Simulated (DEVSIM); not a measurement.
Structure: Schottky contact on n-type InP, at 300 K.

```
layer (left to right)  material  thickness (μm)  Nd (cm⁻³)  τn (s)  τp (s)
---------------------  --------  --------------  ---------  ------  ------
1                           InP            11.0     3.1e15  8.2e-8  8.2e-8
```

Left contact: Schottky, work function 5.36 eV, emission velocity 3.8e6 cm/s. Right contact: ohmic. Voltage is applied to the left contact. Recombination: SRH at mid-gap, Auger. Mobility is constant in doping. Where it depends on doping, it is μmin + (μ − μmin)/(1 + (N/Nref)^α).

This is a model device: material constants are rounded textbook-type values typed into the input, and sizes, dopings and lifetimes were drawn at random. Values at 300 K; Nc and Nv go as T^1.5, mobilities as T to minus their exponent, the gap by Varshni's rule with the affinity fixed. The table also holds parameters that only a changed run uses.

```
parameter              InP
----------------  --------
gap (eV)             1.344
affinity (eV)         4.38
permittivity          12.5
Nc (cm⁻³)           5.7e17
Nv (cm⁻³)           1.1e19
μn (cm²/Vs)           5200
μp (cm²/Vs)            170
μn,min                 400
μp,min                  10
Nref,n                3e17
Nref,p              4.9e17
αn                    0.47
αp                    0.62
T exponent of μn         2
T exponent of μp         2
Cn (cm⁶/s)           9e-31
Cp (cm⁶/s)           9e-31
Varshni α (eV/K)  0.000363
Varshni β (K)          162
```

DEVSIM, 1D drift-diffusion, Boltzmann statistics, complete ionisation; no tunnelling, impact ionisation, image-force lowering or self-heating. Metal contacts follow the ideal Schottky-Mott rule: no Fermi-level pinning, no interface dipoles.

Base results: dark forward voltage at 100 A/cm² (V) 0.817; potential step across the device at zero bias (V) 0.845; dark forward voltage at 1 A/cm² (V) 0.652; largest field in the device at zero bias (V/cm) 27000.

Problem. What follows from this one change: doping Nd of layer 1 3.1e+15 → 9.3e+15 cm^-3?

Solution. dark forward voltage at 100 A/cm² 0.817 → 0.787 V; potential step across the device at zero bias 0.845 → 0.874 V; dark forward voltage at 1 A/cm² little changed (0.651 V); largest field in the device at zero bias 27000 → 48000 V/cm.

Problem. What follows from this one change: thickness of layer 1 11 → 3.8 μm?

Solution. dark forward voltage at 100 A/cm² 0.817 → 0.789 V; potential step across the device at zero bias little changed (0.845 V); dark forward voltage at 1 A/cm² little changed (0.652 V); largest field in the device at zero bias little changed (27000 V/cm).

Problem. What follows from this one change: doping-dependent mobility in place of the constant one?

Solution. dark forward voltage at 100 A/cm² 0.817 → 0.822 V; potential step across the device at zero bias little changed (0.845 V); dark forward voltage at 1 A/cm² little changed (0.653 V); largest field in the device at zero bias little changed (27000 V/cm).
